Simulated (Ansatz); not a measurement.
## ZnSe, pressure series

The parent structure is ZnSe in the zinc blende structure (space group F-43m, No. 216; a = 5.6656 Å).

Cell and atoms are relaxed at each pressure.

All numbers come from Ansatz (an electronic-structure program) r2SCAN, no spin-orbit coupling.

Candidates:
(a) pressure 0.7 GPa
(b) pressure 3 GPa
(c) pressure 5 GPa

Base values:

```
Quantity   Result
--------  -------
Band gap  1.87 eV
```

Question: Order them by band gap, highest first.

Answer: (c) pressure 5 GPa (2.16 eV), (b) pressure 3 GPa (2.05 eV), (a) pressure 0.7 GPa (1.91 eV)

Load acts through the strain it causes; cell and atoms are relaxed under it. Whether these cells are dynamically stable was not tested. Tetrahedral semiconductors of this kind turn to denser phases somewhere between about 1 and 50 GPa; those were not computed, so compressed cells here can lie past the real transition.
